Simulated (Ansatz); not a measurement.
Quick settings and what they miss: MnCoSi2 (P2_1, 8 atoms in the cell)

Self-consistent single point.

```xyz
8
Lattice="4.4407 0.0000 0.0000 0.0000 4.3846 0.0000 -0.0471 0.0000 4.4512" Properties=species:S:1:pos:R:3 pbc="T T T"
Mn     3.9610     2.7965     0.5731
Mn     0.4326     0.6042     3.8781
Co     1.7143     1.5970     1.6183
Co     2.6792     3.7893     2.8329
Si     0.3606     2.8827     2.8892
Si     4.0330     0.6904     1.5620
Si     2.5728     1.4929     3.7504
Si     1.8208     3.6852     0.7008
```

Method of the run: LDA (PW92), default PAW files made with PBE (plane waves; Ansatz, an electronic-structure program).

Base settings: basis.ecutwfc = 420 eV; kpoints.mp_grid.grid = 7 7 7; hamiltonian.xc = lda; hamiltonian.pseudopotentials = {kind: paw} (the program's default PAW files); scf.occupations.method = fermi_dirac; scf.occupations.width = 0.1 eV.

Tight run (finer mesh or higher cutoff; not a proven limit): basis.ecutwfc: 420 eV → 590 eV; kpoints.mp_grid.grid: 7 7 7 → 10 10 10; scf.convergence.dr2_threshold: default (1e-07 eV) → 1e-09 eV. It gave Fermi level (on the code's own zero) 16.72 eV; pressure -4.98 GPa; largest force (vector length) 0.101 eV/Å.

Quick runs, as changes from the base:
- A: the base itself
- B: basis.ecutwfc: 420 eV → 250 eV; kpoints.mp_grid.grid: 7 7 7 → 3 3 3; scf.occupations.width: 0.1 eV → 0.5 eV
- C: basis.ecutwfc: 420 eV → 295 eV; kpoints.mp_grid.grid: 7 7 7 → 4 4 4; scf.convergence.dr2_threshold: default (1e-07 eV) → 0.001 eV
- D: basis.ecutwfc: 420 eV → 250 eV; kpoints.mp_grid.grid: 7 7 7 → 1 1 1
- E: basis.ecutwfc: 420 eV → 210 eV; kpoints.mp_grid.grid: 7 7 7 → 2 2 2; kpoints.mp_grid.shift: default → 0.5 0.5 0.5
- F: basis.ecutwfc: 420 eV → 250 eV; kpoints.mp_grid.grid: 7 7 7 → 6 6 6; scf.occupations.method: fermi_dirac → gaussian; scf.occupations.width: 0.1 eV → 0.272 eV

Energies are extrapolated to zero smearing width, which holds to low order in the width alone.

The count of work is k-points × plane waves × bands × iterations; it is no time. 

Pressures in the table are Ansatz's without its Pulay estimate, at a fixed set of plane waves; the tight run's value above holds the estimate.

The starting cell comes from a database of computed structures (which also holds hypothetical and non-ambient phases and stackings), without a prior relaxation at this level. Its lattice was rescaled by a random factor within 2.5 % of one. Spin polarisation is off. In the base run, with a pressure of about -5 GPa the cell is away from its equilibrium volume at this level.

```
run  energy less tight (meV/atom)  pressure less tight (GPa)  largest miss in a force vector (eV/Å)  count of work / tight
---  ----------------------------  -------------------------  -------------------------------------  ---------------------
A                             1.1                      -0.08                                  0.001                   0.16
B                          1435.7                    -118.42                                  0.554                 0.0086
C                           272.3                     -31.08                                  0.081                  0.020
D                          2023.3                    -133.08                                  0.849                0.00085
E                          5776.7                    -389.97                                  0.632                 0.0015
F                          1438.9                    -122.90                                  0.156                  0.061
```

Among the runs at the tight run's level, the energy misses run from 1.1 to 5776.7 meV/atom.

Keys are those of Ansatz 0.2.
